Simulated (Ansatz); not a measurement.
The parent structure is HfSiO4 (space group I4_1/amd, No. 141; a = 6.582 Å, c = 5.966 Å). Axes: x, y, z lie along a, b, c of the conventional cell.

Computed with Kohn–Sham DFT with the PBEsol functional, run in Ansatz (a program for electronic structure) with PAW and 420 eV plane waves, no SOC.

The change: biaxial strain −4.30 %, plane normal [001], relaxed out of plane (Cartesian); in-plane vectors clamped, the third vector and the atoms free.

### Question
How does this affect the out-of-plane strain?

### Answer
The out-of-plane strain is +3.31 %.

Stability against distortions was not tested.
